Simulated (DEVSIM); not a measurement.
System: TaN/AlN/n-GaSb capacitor, at 350 K.

Layer 1 from the left is AlN, thickness (nm) 2.00. Layer 2 from the left is GaSb, thickness (nm) 7900, Nd (cm⁻³) 5.8e15.

Metal gate on the left, work function 4.4 eV. Fixed charge at the semiconductor interface 3e11 cm⁻² (in units of +e); no interface traps.

This is a model device: material constants are rounded textbook-type values typed into the input, and sizes, dopings and lifetimes were drawn at random. Values at 300 K; Nc and Nv go as T^1.5, mobilities as T to minus their exponent, the gap by Varshni's rule with the affinity fixed.

AlN: gap (eV) 6.1, affinity (eV) 1.9, permittivity 8.5. GaSb: gap (eV) 0.726, affinity (eV) 4.06, permittivity 15.7, Nc (cm⁻³) 2.1e17, Nv (cm⁻³) 1.8e19, Varshni α (eV/K) 0.00042, Varshni β (K) 140.

DEVSIM, 1D Poisson equation in equilibrium, Boltzmann statistics, complete ionisation; no quantum confinement or tunnelling. Metal contacts follow the ideal Schottky-Mott rule: no Fermi-level pinning, no interface dipoles.

Q: What does the simulation give for the minimum of the low-frequency capacitance?

A: minimum of the low-frequency capacitance 0.0555 μF/cm².
